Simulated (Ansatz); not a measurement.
# NbC under a change: C → Sn

The parent structure is NbC in the rock salt structure (space group Fm-3m, No. 225; a = 4.485 Å).

Now apply this change: Sn takes the place of C on all its sites; the structure is relaxed again.

Calculations: Ansatz (an electronic-structure program) PBE, no spin-orbit coupling. Γ-centred 14×14×14 mesh, Fermi–Dirac width 0.05 eV, for the changed cell.

```json
{
 "density": "7.82 g/cm³ (base 7.72 g/cm³)",
 "lattice_parameter_a": "5.644 Å (base 4.485 Å)",
 "space_group": "Fm-3m (No. 225) (base Fm-3m (No. 225))",
 "band_gap": "zero (base zero)"
}
```

Whether these cells are dynamically stable was not tested. As relaxed here, NbSn is a hypothetical phase, not in the database extracts checked. The final runs are not spin-polarised. An odd electron count without spin: NbSn and NbC. NbSn has a high density of states at the Fermi level and may be magnetic at this level.
